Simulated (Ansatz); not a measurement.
## As (model structure, Fd-3m, No. 227, 2 atoms in the cell)

Method: PBEsol in Ansatz (PAW).

Run with plane-wave cutoff 520 eV, 16×16×16 k mesh, Fermi–Dirac smearing 0.05 eV, scalar-relativistic PAW data made under PBE.

Cell (relaxed at this level):

Space group Fd-3m, origin choice 1 (No. 227); a = 6.0137 Å, b = 6.0137 Å, c = 6.0137 Å, α = 90.00°, β = 90.00°, γ = 90.00°

| atom | site | symmetry | x | y | z |
|---|---|---|---|---|---|
| As | 8b | -43m | 0.5000 | 0.5000 | 0.5000 |
(The calculation used a cell of 2 atoms; values per cell refer to that cell.)

| Item | Value |
|---|---|
| band gap | none |
| bulk modulus | 51.5 GPa |

Note: the bulk modulus is −V dP/dV from two relaxed cells at ±2 % in volume; the relaxation could raise the start's symmetry but not lower it, so the cell can be a saddle point.

Spin–orbit coupling is not included.

Computed values are for the static lattice.

Computing time: about 23 core-seconds (a rough figure).

A model structure was made by putting elements into a prototype or built by hand; it is no filed structure, need not be a known phase, and can be a saddle point held by its symmetry.

Ansatz is a first-principles code.
